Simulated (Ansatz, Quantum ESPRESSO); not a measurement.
# One structure in several programs: SrAsPt (P6_3/mmc, 6 atoms in the cell)

Zone-centre phonon calculation.

```xyz
6
Lattice="4.2852 0.0000 0.0000 -2.1426 3.7111 0.0000 0.0000 0.0000 9.1224" Properties=species:S:1:pos:R:3 pbc="T T T"
Sr     0.0000     0.0000     4.5612
Sr     0.0000     0.0000     0.0000
As     0.0000     2.4741     6.8418
As     2.1426     1.2370     2.2806
Pt     0.0000     2.4741     2.2806
Pt     2.1426     1.2370     6.8418
```

Shared settings, as Ansatz (an electronic-structure program) writes them: kpoints.mp_grid.grid = 7 7 3; scf.occupations.method = fermi_dirac; scf.occupations.width = 0.1 eV. Potentials and cutoffs stand in the table.

```
code                                                            model  highest zone-centre frequency (cm⁻¹)  cutoff
----------------  ---------------------------------------------------  ------------------------------------  ------
Ansatz                            LDA (PW92), PAW files made with PBE                                   197  420 eV
Quantum ESPRESSO  LDA (PZ), GBRV 1.5 ultrasoft (LDA) pseudopotentials                                   201   40 Ry
```

On Ansatz's run: spin-orbit coupling is off. Spin polarisation is off.

The spread over the programs that give each value: highest zone-centre frequency within 4.0 cm⁻¹.

The same LDA comes in different parametrisations, which differ slightly.

The starting cell comes from a database of computed structures (which also holds hypothetical and non-ambient phases and stackings), without a prior relaxation at this level. Its lattice was rescaled by a random factor within 2.5 % of one.

Keys are those of Ansatz 0.2.
